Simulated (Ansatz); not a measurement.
We consider InP (model structure, started from the CdTe type, P6₄22, No. 181, 6 atoms in the cell), described by PBEsol in Ansatz (PAW).

Settings: plane-wave cutoff 520 eV, 18×18×6 k mesh (along the axes of the cell as run), Fermi–Dirac smearing 0.05 eV, scalar-relativistic PAW data made under PBE.

Cell (relaxed at this level):

InP is modelled in the hexagonal space group P6₄22 (No. 181), Pearson symbol hP6. Lattice parameters: a = b = 4.120 Å, c = 9.250 Å, α = β = 90.00°, γ = 120.00°. In on 3c sees 4 P at 2.573 Å. P on 3d is coordinated by 4 In at 2.573 Å. (Neighbours: up to the widest gap in distance over summed covalent radii, below 1.35, at either atom; cation-cation and far metal-metal contacts left out.)

Question: Give the computed band gap, smallest direct gap on the k points sampled and bulk modulus B0.

Answer: 
band gap: 0.01 eV (under three smearing widths, so not firm)
smallest direct gap on the k points sampled: 0.02 eV (under three smearing widths, so not firm)
bulk modulus B0: 73.3 GPa

Note: the bulk modulus is −V dP/dV from two relaxed cells at ±2 % in volume; the relaxation could raise the start's symmetry but not lower it, so the cell can be a saddle point.

Spin–orbit coupling is not included; it can close the smallest gap of 0.01 eV.

Computed values are for the static lattice.

The result took around 7 core-minutes (rough).

A model structure was made by putting elements into a prototype or built by hand; it is no filed structure, need not be a known phase, and can be a saddle point held by its symmetry.

Ansatz is an electronic-structure program.
